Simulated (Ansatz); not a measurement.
Levels about the gap of amorphous In$_{9}$Ga$_{9}$Zn$_{9}$O$_{39}$W (67 atoms in a cell of 851 Å³, 5.97 g/cm³; zone centre alone, so wide bands show as single levels with stretches between that a denser mesh fills), at the geometry that PBE relaxed, where it gives 0.7 GPa on a denser mesh. Exact exchange is cut at the faces of this small cell, which leaves a finite-size error. The participation number counts the atoms over which a state spreads; weights are charges in smoothed Voronoi cells. The levels come from a single point, so bond lengths are those of that geometry. Method of the levels: HSE06, scalar-relativistic without spin-orbit coupling (Ansatz, a program for electronic structure). Sampling: the zone centre alone; Fermi-Dirac width 0.02 eV; no spin polarisation. At PBE the levels at the filled edge of the gap are localised (band-tail or defect states), and the nearest spread-out levels lie 1.2 eV apart at the zone centre.

A CHGNet melt-quench gave the starting glass, which DFT then relaxed. O atoms were pushed apart under 1.9 Å during the dynamics, to hinder bonds among them. The hot cell started wider than the set density and was brought back towards it in steps. It is the lowest in DFT energy of 2 quenches. It is a model cell: composition and starting density were chosen by hand, and all elements were melted together. No dispersion term was used. Its density started from a set value of 5.97 and ended at 5.97 g/cm³. The simulated quench (nominally 320 K/ps over its main leg) is rapid and tends to freeze in more defects than a deposited or slowly cooled glass has. A cell of this size samples the disorder only roughly. The volume was held where the preparation left it and the shape relaxed, at a PBE pressure of 0.7 GPa. Stress components on the final sampling reach 0.8 GPa.

```json
[
 {"E - E(highest filled), eV": "-0.50", "filling": "filled", "participation number": "15.1", "largest on": "O, 3 neighbours", "weight O": "0.91", "weight W": "0.00", "weight In": "0.01", "weight Zn": "0.05"},
 {"E - E(highest filled), eV": "-0.44", "filling": "filled", "participation number": "20.6", "largest on": "O, 3 neighbours", "weight O": "0.88", "weight W": "0.00", "weight In": "0.02", "weight Zn": "0.07"},
 {"E - E(highest filled), eV": "-0.41", "filling": "filled", "participation number": "20.6", "largest on": "O, 4 neighbours", "weight O": "0.89", "weight W": "0.00", "weight In": "0.02", "weight Zn": "0.06"},
 {"E - E(highest filled), eV": "-0.39", "filling": "filled", "participation number": "9.6", "largest on": "O, 4 neighbours", "weight O": "0.82", "weight W": "0.00", "weight In": "0.02", "weight Zn": "0.14"},
 {"E - E(highest filled), eV": "-0.30", "filling": "filled", "participation number": "18.3", "largest on": "O, 4 neighbours", "weight O": "0.89", "weight W": "0.00", "weight In": "0.02", "weight Zn": "0.08"},
 {"E - E(highest filled), eV": "-0.19", "filling": "filled", "participation number": "9.6", "largest on": "O, 4 neighbours", "weight O": "0.87", "weight W": "0.00", "weight In": "0.03", "weight Zn": "0.09"},
 {"E - E(highest filled), eV": "0.00", "filling": "filled", "participation number": "7.1", "largest on": "O, 4 neighbours", "weight O": "0.86", "weight W": "0.00", "weight In": "0.01", "weight Zn": "0.11"},
 {"E - E(highest filled), eV": "2.50", "filling": "empty", "participation number": "58.2", "largest on": "In, 5 neighbours", "weight O": "0.51", "weight W": "0.01", "weight In": "0.23", "weight Zn": "0.13"},
 {"E - E(highest filled), eV": "3.79", "filling": "empty", "participation number": "4.1", "largest on": "W, 6 neighbours", "weight O": "0.38", "weight W": "0.48", "weight In": "0.09", "weight Zn": "0.05"},
 {"E - E(highest filled), eV": "4.05", "filling": "empty", "participation number": "3.5", "largest on": "W, 6 neighbours", "weight O": "0.38", "weight W": "0.52", "weight In": "0.04", "weight Zn": "0.03"},
 {"E - E(highest filled), eV": "4.42", "filling": "empty", "participation number": "3.3", "largest on": "W, 6 neighbours", "weight O": "0.40", "weight W": "0.53", "weight In": "0.03", "weight Zn": "0.03"},
 {"E - E(highest filled), eV": "5.09", "filling": "empty", "participation number": "20.5", "largest on": "In, 5 neighbours", "weight O": "0.54", "weight W": "0.05", "weight In": "0.29", "weight Zn": "0.05"},
 {"E - E(highest filled), eV": "5.35", "filling": "empty", "participation number": "30.5", "largest on": "In, 6 neighbours", "weight O": "0.55", "weight W": "0.05", "weight In": "0.25", "weight Zn": "0.08"},
 {"E - E(highest filled), eV": "5.41", "filling": "empty", "participation number": "32.1", "largest on": "In, 5 neighbours", "weight O": "0.58", "weight W": "0.01", "weight In": "0.30", "weight Zn": "0.06"}
]
```

Most localised among these is the empty level at +4.42 eV, on a W atom, which has 6 neighbours (O 1.88 Å, O 1.88 Å, O 1.91 Å, O 1.96 Å, O 1.97 Å, O 2.04 Å).
